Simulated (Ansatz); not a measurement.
Start from Cs2TlAsI6 (space group Fm-3m, No. 225; a = 12.047 Å; a cell from a computed database, its experimental status unchecked).

All numbers come from PBEsol, PAW, 420 eV (Ansatz, an electronic-structure program; no spin-orbit coupling).

One change was made to it. Results:

```tsv
quantity	base	after
lattice parameter a	12.047 Å	12.501 Å
band gap	0.60 eV	0.98 eV
```

Task: What was done to the base?
A. As → Br
B. As → Bi
C. As → Sb

Result: B, As → Bi. For comparison, the band gap in the other runs: As → Br gives zero; As → Sb gives 0.54 eV.

With Bi, I, Sb and Tl present, leaving out spin-orbit coupling can change the band edges. Whether these cells are dynamically stable was not tested. As relaxed here, Cs2TlI6Br is a hypothetical phase, not in the database extracts checked. For Cs2TlBiI6 and Cs2TlSbI6 in this form, whether it has been made was not checked. The final runs are not spin-polarised.
